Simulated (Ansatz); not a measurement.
**PBE against PBEsol: hypothetical I4_132 Ge, pressure 7.5 GPa**

The parent structure is Ge (space group I4_132, No. 214; a = 6.922 Å; a hypothetical phase, not in the database extracts checked).

(Cell as relaxed with PBE.)

Levels (all Ansatz, a first-principles code, PAW): PBE (420 eV, no spin-orbit coupling); PBEsol (420 eV, scalar-relativistic without spin-orbit coupling).

Each level relaxes its own structure.

```json
[
 {"base": "volume per atom", "PBE": "41.45 Å³", "PBEsol": "39.33 Å³"},
 {"base": "lattice parameter a", "PBE": "6.922 Å", "PBEsol": "6.801 Å"},
 {"base": "band gap", "PBE": "zero", "PBEsol": "zero"}
]
```

It is then changed as follows: a hydrostatic pressure of 7.5 GPa.

| quantity | PBE | PBEsol |
|---|---|---|
| shortest interatomic distance | 2.286 Å | … |
| band gap | zero | … |

Question: Predict the PBEsol column.

Answer: 
- shortest interatomic distance, PBEsol: 2.261 Å
- band gap, PBEsol: zero

PBE's shortest interatomic distance lies 0.025 Å above PBEsol's (1.1 %); the two agree on the band gap. Neither level is exact; PBEsol is the comparison here, not a measurement.

Load acts through the strain it causes; cell and atoms are relaxed under it. Stability against distortions was not tested. No other phases were tried under pressure.
